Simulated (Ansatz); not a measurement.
Start from Au in the fcc (Cu type) structure (space group Fm-3m, No. 225; a = 4.0481 Å).

Structures relaxed with Ansatz (a quantum-chemistry and plane-wave program) LDA, no spin-orbit coupling.

Base:

Simulated powder pattern, Cu Kα1, λ = 1.54056 Å (kinematic, ideal powder, no thermal factors, no anomalous dispersion; the 8 strongest lines at most, above 2 %, up to 2θ = 90°):

| 2θ (°) | I/Imax (%) | hkl |
|---|---|---|
| 38.49 | 100 | (111) |
| 44.74 | 49 | (200) |
| 65.12 | 33 | (220) |
| 78.26 | 40 | (311) |
| 82.47 | 12 | (222) |

After one change:

Simulated powder pattern, Cu Kα1, λ = 1.54056 Å (kinematic, ideal powder, no thermal factors, no anomalous dispersion; the 8 strongest lines at most, above 2 %, up to 2θ = 90°):

```json
[
 {"2θ (°)": "39.36", "I/Imax (%)": "100"},
 {"2θ (°)": "45.77", "I/Imax (%)": "49"},
 {"2θ (°)": "66.73", "I/Imax (%)": "33"},
 {"2θ (°)": "80.31", "I/Imax (%)": "40"},
 {"2θ (°)": "84.68", "I/Imax (%)": "12"}
]
```

Question: Which change produced these results?
A. pressure 22.5 GPa
B. pressure 4.5 GPa
C. pressure 9 GPa
D. pressure 15 GPa

Answer: D, pressure 15 GPa. Its volume per atom is 15.54 Å³ against 16.58 Å³, and its space group is Fm-3m (No. 225).

Load acts through the strain it causes; cell and atoms are relaxed under it. Stability against distortions was not tested. No other phases were tried under pressure.
